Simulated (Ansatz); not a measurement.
Base system: TlCl in the rock salt structure (space group Fm-3m, No. 225; a model cell, its experimental status unchecked).

```
TlCl
1.0
    0.00000     3.16663     3.16663
    3.16663     0.00000     3.16663
    3.16663     3.16663     0.00000
Cl Tl
1 1
Direct
  0.00000   0.00000   0.00000
  0.50000   0.50000   0.50000
```

Cartesian axes are those of the cell as printed.

Method: Kohn–Sham DFT with the PBEsol functional, run in Ansatz (a quantum-chemistry and plane-wave program) with PAW and 420 eV plane waves, no spin-orbit coupling.

The change: the cell is compressed by 1.55 % along x with no lateral relaxation; the atoms relax in the strained cell.

Problem. Predict the stress tensor and what it implies for the stiffness.

Solution. Stress of the strained cell less that of the base (GPa, compression positive):
```
   0.88    0.00    0.00
   0.00    0.15    0.00
   0.00    0.00    0.15
```

Then −Δσ_ii/ε with ε = -0.0155 gives secant stiffness values (nonlinear terms included at this strain): C11 ≈ 57 GPa.

Stability against distortions was not tested. This is not the structure that TlCl has at room temperature and ambient pressure.
